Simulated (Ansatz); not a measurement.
Base system: MoSe₂ in the 2H-MoS2 type structure (space group P6_3/mmc, No. 194; layered, stacked along the Cartesian z axis).

```
MoSe2
1.0
    3.22780     0.00000     0.00000
   -1.61390     2.79535     0.00000
    0.00000     0.00000    12.34694
Mo Se
2 4
Cartesian
  0.00000   1.86357   3.08674
  1.61390   0.93178   9.26021
  0.00000   1.86357   7.58972
  1.61390   0.93178   1.41625
  1.61390   0.93178   4.75722
  0.00000   1.86357  10.93069
```

Level of theory: Ansatz (a quantum-chemistry and plane-wave program) PBEsol-D3(BJ), spin-orbit coupling left out.

One change was made to it. Results:

```tsv
quantity	base	after
band gap	0.54 eV	0.33 eV
density	7.57 g/cm³	8.57 g/cm³
c/a ratio	3.825	3.882
```

### Question
Which of these changes matches the shifts?
A. Mo → W
B. Se → Te
C. Mo → Re

### Answer
B, Se → Te. For comparison, the band gap in the other runs: Mo → Re gives zero; Mo → W gives 0.68 eV.

Spin-orbit coupling, missing from the scalar runs, can matter with Te and W. Whether these cells are dynamically stable was not tested. As relaxed here, ReSe2 is a hypothetical phase, not in the database extracts checked. All final runs are without spin polarisation. ReSe2 has a high density of states at the Fermi level and may be magnetic at this level.
